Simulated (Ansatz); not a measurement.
The parent structure is Ge in the diamond structure (space group Fd-3m, No. 227; a = 5.6744 Å). Axes: x, y, z lie along the cube axes.

Method: r2SCAN (Ansatz, a first-principles code), scalar-relativistic without spin-orbit coupling.

Modification: the cell is scaled by 0.9900 in all directions; the atoms relax in the strained cell.

Problem. Predict the stress tensor and what it implies for the stiffness.

Solution. Stress of the strained cell less that of the base (GPa, compression positive):
```
   2.31    0.00    0.00
   0.00    2.31    0.00
   0.00    0.00    2.31
```

Then B = −ΔP/(ΔV/V₀) with ΔV/V₀ = -0.0297 gives secant stiffness values (nonlinear terms included at this strain): B ≈ 78 GPa.

As a check, the harmonic strain energy −½ V₀ Δσ:ε is 4.9 meV/atom; the computed energy rise is 4.8 meV/atom.

Whether these cells are dynamically stable was not tested. The real Ge has an indirect gap at ambient pressure; r2SCAN orders its close-lying valleys differently.
